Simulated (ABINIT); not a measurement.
A series of runs on BAs (F-43m, 2 atoms in the cell)

```
BAs
1.0
    0.00000     2.43444     2.43444
    2.43444     0.00000     2.43444
    2.43444     2.43444     0.00000
B As
1 1
Direct
  0.25000   0.25000   0.25000
  0.00000   0.00000   0.00000
```

Base run A: PBE, norm-conserving pseudopotentials (PseudoDojo nc-sr-05 PBE standard) (ABINIT), self-consistent single point.

Its settings: pseudos = [B.upf, As.upf]; ecut = 84 Ry; ixc = 11; occopt = 1; ngkpt = 8 8 8; nshiftk = 1; shiftk = 0 0 0; potentials = PseudoDojo nc-sr-05 PBE standard; nband = 11; kptopt = 1; nstep = 60; tolvrs = 1e-11; diemac = 6.

The starting cell comes from a database of computed structures (which also holds hypothetical and non-ambient phases and stackings), without a prior relaxation at this level. Its lattice was rescaled by a random factor within 2.5 % of one. In the base run, with a pressure of about -5 GPa the cell is away from its equilibrium volume at this level.

ΔF is the free energy per atom less that of run A. 

```json
[
 {"run": "A", "ngkpt": "8 8 8", "ΔF (meV/atom)": "0.00", "pressure (GPa)": "-4.51", "gap on the mesh (eV)": "1.260", "k-points": "29"},
 {"run": "B", "ngkpt": "4 4 4", "ΔF (meV/atom)": "85.0", "pressure (GPa)": "-4.04", "gap on the mesh (eV)": "1.495", "k-points": "8"},
 {"run": "C", "ngkpt": "5 5 5", "ΔF (meV/atom)": "26.0", "pressure (GPa)": "-4.40", "gap on the mesh (eV)": "1.246", "k-points": "10"},
 {"run": "D", "ngkpt": "7 7 7", "ΔF (meV/atom)": "2.1", "pressure (GPa)": "-4.51", "gap on the mesh (eV)": "1.274", "k-points": "20"}
]
```

Run B against A: The free energy rises by 85.0 meV/atom, the pressure goes from -4.51 to -4.04 GPa and the gap on the mesh goes from 1.260 to 1.495 eV.

Run D against A: The free energy rises by 2.1 meV/atom, the pressure stays at -4.51 GPa and the gap on the mesh goes from 1.260 to 1.274 eV.
